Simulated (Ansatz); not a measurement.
Results of LDA (Ansatz, an electronic-structure program, plane waves, PAW) for BaTiO₃ (C222₁, No. 20, 30 atoms in the cell; start mp-558125).

Run with plane-wave cutoff 520 eV, 6×6×2 k mesh (along the axes of the cell as run), Fermi–Dirac smearing 0.01 eV, no spin polarisation, scalar-relativistic PAW data made under PBE.

Cell (relaxed at this level):

Space group C222₁ (No. 20); a = 5.6449 Å, b = 9.7547 Å, c = 13.7550 Å, α = 90.00°, β = 90.00°, γ = 90.00°

| atom | site | symmetry | x | y | z |
|---|---|---|---|---|---|
| Ba | 8c | 1 | 0.4904 | 0.1664 | 0.0974 |
| Ba | 4b | .2. | 0.0000 | 0.0001 | 0.7500 |
| Ti | 8c | 1 | 0.0152 | 0.3328 | 0.3463 |
| Ti | 4a | 2.. | 0.9830 | 0.0000 | 0.0000 |
| O | 8c | 1 | 0.0003 | 0.1650 | 0.4194 |
| O | 8c | 1 | 0.2521 | 0.4175 | 0.0812 |
| O | 8c | 1 | 0.2264 | 0.2569 | 0.2517 |
| O | 8c | 1 | 0.2524 | 0.4170 | 0.4197 |
| O | 4b | .2. | 0.0000 | 0.4830 | 0.2500 |
(The calculation used a cell of 30 atoms; values per cell refer to that cell.)

**Question.** Give the computed band gap.

**Answer.** 
- band gap: 1.95 eV

Spin–orbit coupling is not included.

Cost on a shared machine: roughly 10 core-minutes.

A start named mp-… is a Materials Project structure, which need not be a measured phase.
